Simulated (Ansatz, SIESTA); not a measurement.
Code comparison for MgCd2 (C2/m, 6 atoms in the cell)

Self-consistent single point.

```
CELL_PARAMETERS angstrom
      5.90972    -1.54629     0.00000
      5.90972     1.54629     0.00000
     -2.16116     0.00000     6.98162
ATOMIC_POSITIONS crystal
  Mg 0.36310 0.36310 0.47113
  Mg 0.63690 0.63690 0.52887
  Cd 0.69485 0.69485 0.14669
  Cd 0.30515 0.30515 0.85331
  Cd 0.96889 0.96889 0.19354
  Cd 0.03111 0.03111 0.80646
```

Shared settings, as Ansatz (a first-principles code) writes them: kpoints.mp_grid.grid = 5 5 3; magnetization.spin_orbit = true; scf.occupations.method = gaussian; scf.occupations.width = 0.136 eV. Potentials and cutoffs stand in the table.

```tsv
code	model	pressure (GPa)	largest force (eV/Å)	cutoff
SIESTA	GGA PBEsol with spin-orbit coupling, numerical atomic orbitals TZP, PseudoDojo PBEsol fully relativistic norm-conserving potentials (rewritten from UPF to PSML)	–	0.392	grid 300 Ry
Ansatz	PBEsol with spin-orbit coupling, PAW files made with PBE	-1.57	0.086	420 eV
```

Size of the force on each atom (eV/Å): Sizes of forces hide their directions.

| code | Mg1 | Mg2 | Cd3 | Cd4 | Cd5 | Cd6 |
|---|---|---|---|---|---|---|
| SIESTA | 0.014 | 0.014 | 0.392 | 0.392 | 0.386 | 0.386 |
| Ansatz | 0.047 | 0.047 | 0.066 | 0.066 | 0.086 | 0.086 |

A dash marks a value that a program does not give, or that is left out as unsure.

The spread over the programs that give each value: largest force within 0.306 eV/Å.

SIESTA uses small atom-centred bases, whose incompleteness enters pressures, forces and empty levels differently from a plane-wave cutoff.

The shared mesh is coarse (it stands for a supercell whose shortest vector is 15 Å), so the values are not converged in it.

The starting cell comes from a database of computed structures (which also holds hypothetical and non-ambient phases and stackings), without a prior relaxation at this level.

Keys are those of Ansatz 0.2.
